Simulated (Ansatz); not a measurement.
Take Al2Au (space group Fm-3m, No. 225; a = 6.0032 Å; relaxed with 0.1 eV smearing) as the base. Axes: x, y, z lie along the cube axes.

Calculations: Ansatz (a program for electronic structure) PBEsol, no SOC.

Modification: uniaxial strain ε_zz = −2.50 %, all other strain components held at zero; the atoms relax in the strained cell.

Problem. Estimate the effect on the stress and energy relative to the base.

Solution. The stress (xx, yy, zz, yz, xz, xy; compression positive) comes out as (2.6, 2.6, 4.2, 0.0, 0.0, 0.0) GPa; the energy increases by 5.7 meV/atom.

No phonon test of stability was made.
